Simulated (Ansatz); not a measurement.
An Ansatz (a first-principles code) input (r2SCAN, PAW, 500 eV (Ansatz; scalar-relativistic without spin-orbit coupling), earlier PAW set):

Ansatz 0.2 input:
```yaml
crystal:
  lattice:
    - [3.1435249707, -0.024386472, 0.039608601]
    - [-1.5928817896, 2.7692713263, -0.0243779078]
    - [0.0634700785, -0.0084626771, 5.0094070557]
  atoms:
    - { symbol: Al, position: [0.3333333333, 0.6666666667, 0.9965843847] }
    - { symbol: Al, position: [0.6666666667, 0.3333333333, 0.4965843847] }
    - { symbol: N, position: [0.3333333333, 0.6666666667, 0.3782156153] }
    - { symbol: N, position: [0.6666666667, 0.3333333333, 0.8782156153] }
basis: { ecutwfc: 500, ecutrho_ratio: 4, xc_grid: 4, fft_grid_basis: typed }
kpoints: { mp_grid: { grid: [12, 12, 7] } }
hamiltonian:
  xc: r2scan
  dispersion: none
  pseudopotentials: { azcp: { folder: ./paw }, kind: paw }
scf: { occupations: { method: fermi_dirac, width: 0.05 }, convergence: { dr2_threshold: 0.0000000004 } }
relax: { f_tol: 0.005, max_steps: 50 }
output: { forces: true, stress: true }
checkpoint: { write: state.ck, write_every: 1000 }
```

**Question.** Which symmetry and how many k-points will the program report, and about how many plane waves at Γ?

**Answer.** Space group P1 (ITA 1) with 1 operations, k-points 506 of 1008, and 1091 plane waves at Γ.

**Question.** And the final pressure?

**Answer.** -8.38 GPa (compression positive).

The cells carry an imposed strain or load. Stability against distortions was not tested. The cell was made from AlN in the wurtzite structure (space group P6_3mc, No. 186) by this change: strain tensor (xx, yy, zz, yz, xz, xy) = (+1.19, +2.48, +0.63, −0.17, +1.28, −0.79) %.
